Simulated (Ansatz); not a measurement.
System: interstitial O in anatase TiO2 (neutral cell). The step: several atoms move together, O the farthest; the atom moves 1.88 Å along (-0.31, -0.31, 0.09) of the unit cell; the moving atom starts with neighbours O at 1.45; 3 Ti at 2.14 Å and ends with O at 1.45; 2 Ti at 2.14, Ti at 2.15 Å. DFT values are from Ansatz (plane-wave PAW, 420 eV unless said) in a cell of 108 host sites, spin-restricted, static, with no finite-size correction. The charge state is imposed; whether it is stable for some Fermi level was not computed. Sites that were not tried may lie lower. For the PBE band: the check of the saddle point's order was inconclusive, and it lies on a symmetry element of the cell, where a band can be held.

```csv
Level,Forward barrier (eV),Cost of the band or of the saddle's single point
"PBE, the Γ point alone, band relaxed",1.10,roughly 110 core-minutes
"PBE, a 2×2×2 k-point mesh shifted by half a step, same geometries",1.12,very roughly 9 core-minutes
"r2SCAN at 500 eV, the Γ point alone, same geometries",?,about 2.6 core-minutes (a rough figure)
```

Task: Fill in the missing entries.

Result: 
- r2SCAN at 500 eV, the Γ point alone, same geometries, Forward barrier (eV): 1.24

Ansatz is a quantum-chemistry and plane-wave program.
